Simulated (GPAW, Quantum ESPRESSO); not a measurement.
A GPAW input for a self-consistent single point of RbTl₃ (P1, 4 atoms in the cell) (DFT LDA (Perdew-Wang 92), plane waves, GPAW PAW datasets LDA (gpaw-data 1.0.1)):

```python
from ase import Atoms
from ase.units import GPa
from gpaw import GPAW

atoms = Atoms(['Rb', 'Tl', 'Tl', 'Tl'],
              cell=[[0.000000, 4.180589, 4.180589],
                    [4.180589, 0.000000, 4.180589],
                    [4.180589, 4.180589, 0.000000]],
              positions=[[-0.067713, -0.041890, -0.015564],
                         [2.118940, 2.120035, 2.100562],
                         [6.267489, 6.200064, 6.247848],
                         [4.223051, 4.263557, 4.208921]],
              pbc=True)

calc = GPAW(mode={'name': 'pw', 'ecut': 550},
            xc='LDA',
            kpts=(7, 7, 7),
            occupations={'name': 'methfessel-paxton', 'width': 0.1, 'order': 0},
            nbands=-10,
            convergence={'density': 1e-05, 'energy': 1e-05},
            symmetry={'symmorphic': False, 'tolerance': 0.0005},
            maxiter=120)

atoms.calc = calc

energy = atoms.get_potential_energy()
print('Energy (eV):', round(energy, 6))
forces = atoms.get_forces()
print('Forces (eV/Ang):')
print(forces.round(5))
stress = atoms.get_stress()
print('Stress (GPa, Voigt):', (stress / GPa).round(4))
```

Give the Quantum ESPRESSO input for the same structure, mesh, smearing and functional.

This is the input that was run; spellings and numerical settings could be chosen otherwise.

```fortran
&control
 calculation = 'scf'
 prefix = 'pwscf'
 outdir = './tmp/'
 pseudo_dir = './'
 tprnfor = .true.
 tstress = .true.
/
&system
 ibrav = 0
 nat = 4
 ntyp = 2
 ecutwfc = 40
 ecutrho = 200
 occupations = 'smearing'
 smearing = 'gaussian'
 degauss = 0.0073499
/
&electrons
 conv_thr = 1.0d-10
/
ATOMIC_SPECIES
Rb    85.4678  rb_lda_v1.uspp.F.UPF
Tl   204.3800  tl_lda_v1.2.uspp.F.UPF
CELL_PARAMETERS angstrom
   0.0000000000     4.1805890000     4.1805890000
   4.1805890000     0.0000000000     4.1805890000
   4.1805890000     4.1805890000     0.0000000000
ATOMIC_POSITIONS crystal
Rb    0.0012270000   -0.0049500000   -0.0112470000
Tl    0.2513590000    0.2510970000    0.2557550000
Tl    0.7391810000    0.7553090000    0.7438790000
Tl    0.5082330000    0.4985440000    0.5116130000
K_POINTS automatic
7 7 7  0 0 0
```

Basis settings and potentials, where a program has them, do not carry over. This input uses DFT, LDA (PZ), plane waves, GBRV 1.5 ultrasoft (LDA) pseudopotentials. LDA parametrisations can differ slightly between programs.

The starting cell comes from a database of computed structures (which also holds hypothetical and non-ambient phases and stackings), without a prior relaxation at this level. Its lattice was rescaled by a random factor within 2.5 % of one. For this run, on top of that: atoms moved at random.
